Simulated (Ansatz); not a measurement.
## A computed series for InP: pressure series

Take InP in the zinc blende structure (space group F-43m, No. 216) as the base.

```yaml
crystal:
  lattice:
    - [0.00000, 2.97977, 2.97977]
    - [2.97977, 0.00000, 2.97977]
    - [2.97977, 2.97977, 0.00000]
  atoms:
    - { symbol: P, position: [0.75000, 0.75000, 0.75000] }
    - { symbol: In, position: [0.00000, 0.00000, 0.00000] }
```

Cell and atoms are relaxed at each pressure.

All numbers come from Ansatz (a program for electronic structure), PBE, PAW, cutoff 420 eV, without spin-orbit coupling.

Notes on the quantities. enthalpy: H = E + PV relative to the base's energy.

```csv
variant,volume per atom,enthalpy,band gap
base,26.46 Å³,–,0.44 eV
pressure −2 GPa,27.45 Å³,-0.34 eV/atom,0.24 eV
pressure −1 GPa,26.93 Å³,-0.17 eV/atom,0.35 eV
pressure 3 GPa,25.28 Å³,+0.48 eV/atom,0.69 eV
pressure 7 GPa,24.07 Å³,+1.10 eV/atom,0.96 eV
pressure 15 GPa,[?],+2.25 eV/atom,1.36 eV
pressure 30 GPa,20.17 Å³,+4.24 eV/atom,1.30 eV
pressure 50 GPa,18.34 Å³,+6.63 eV/atom,1.05 eV
pressure 75 GPa,16.80 Å³,+9.37 eV/atom,[?]
pressure 100 GPa,15.69 Å³,+11.90 eV/atom,0.57 eV
```

### Question
What belongs in the blanks?

### Answer

- pressure 15 GPa, volume per atom: 22.32 Å³
- pressure 75 GPa, band gap: 0.79 eV

Load acts through the strain it causes; cell and atoms are relaxed under it. No phonon test of stability was made. Measured, InP leaves this structure (for rock salt) near 9.8 GPa (temperature not stated; as listed in Datta, Sujoy, Jana, Debnarayan, arXiv (2020)). The zero or small gap of InP under pressure −2 GPa can change with the level of theory.
